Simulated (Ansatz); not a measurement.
# monolayer As: band-edge transport data

Given:

```
CELL_PARAMETERS angstrom
      3.56904     0.00000     0.00000
     -1.78452     3.09088     0.00000
      0.00000     0.00000    17.27314
ATOMIC_POSITIONS crystal
  As 0.66667 0.33333 0.54055
  As 0.33333 0.66667 0.45945
```

Level of theory: PBE with spin-orbit coupling, rigid bands (plane waves, PAW; Ansatz, a quantum-chemistry and plane-wave program). Condition of this run: biaxial strain -1 % with spin-orbit coupling. Geometry: cell and atoms relaxed with PBE, then loaded as said.

```yaml
band_gap: 1.39 eV
electron conductivity mass (300 K, dilute): 0.23 mₑ
hole conductivity mass (300 K, dilute): 0.178 mₑ
effective density of states N_c (300 K): 1.8e13 cm⁻²
effective density of states N_v (300 K): 1.7e12 cm⁻²
Seebeck coefficient, n-type 1.7e12 cm⁻², 300 K: -369 μV/K
Seebeck coefficient, p-type 1.7e12 cm⁻², 300 K: 160 μV/K
```

Rigid bands; masses and Seebeck coefficients take one relaxation time τ for all states and one kind of carrier; polarons and phonon drag are left out.
